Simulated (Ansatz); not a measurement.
The starting structures come from a database of crystals and need not be the phases stable at ambient conditions.

 Where the default PAW files enter, the runs use the earlier of Ansatz's two default sets.

Here is the system:

```yaml
crystal:
  lattice:
    - [4.20360, 0.00000, 0.00000]
    - [-2.10180, 3.64043, 0.00000]
    - [2.10180, 1.21348, 3.43223]
  atoms:
    - { symbol: Mg, position: [0.00000, 0.00000, 0.00000] }
    - { symbol: Te, position: [0.00000, 0.50000, 0.50000] }
```

Space group of this cell: Fm-3m, rock salt. The cell is taken as given; by PBEsol its mean pressure is -1.0 GPa.

The current runs along the normal of the first two printed vectors, the (111) plane. All runs by Ansatz (an electronic-structure program), plane waves and PAW, without spin-orbit coupling; the base is PBEsol.

```csv
run,mean pressure (GPa),gap (eV),mid-gap κ (1/Å)
base,-1.0,0.44,0.073
all lengths scaled by 0.98,2.2,0.47,0.078
all lengths scaled by 1.02,-3.3,(withheld),(withheld)
lda in place of pbesol,-2.4,0.36,0.066
"lengths across the current scaled by 0.98, ions clamped",1.1,0.39,0.094
"lengths across the current scaled by 1.02, ions clamped",-2.6,(withheld),(withheld)
"lengths along the current scaled by 0.97, ions clamped",0.5,(withheld),(withheld)
"lengths along the current scaled by 1.03, ions clamped",-2.2,0.33,0.088
```

Fill in the missing entries.


- all lengths scaled by 1.02, gap (eV): 0.41
- all lengths scaled by 1.02, mid-gap κ (1/Å): 0.068
- lengths across the current scaled by 1.02, ions clamped, gap (eV): 0.30
- lengths across the current scaled by 1.02, ions clamped, mid-gap κ (1/Å): 0.059
- lengths along the current scaled by 0.97, ions clamped, gap (eV): 0.25
- lengths along the current scaled by 0.97, ions clamped, mid-gap κ (1/Å): 0.057
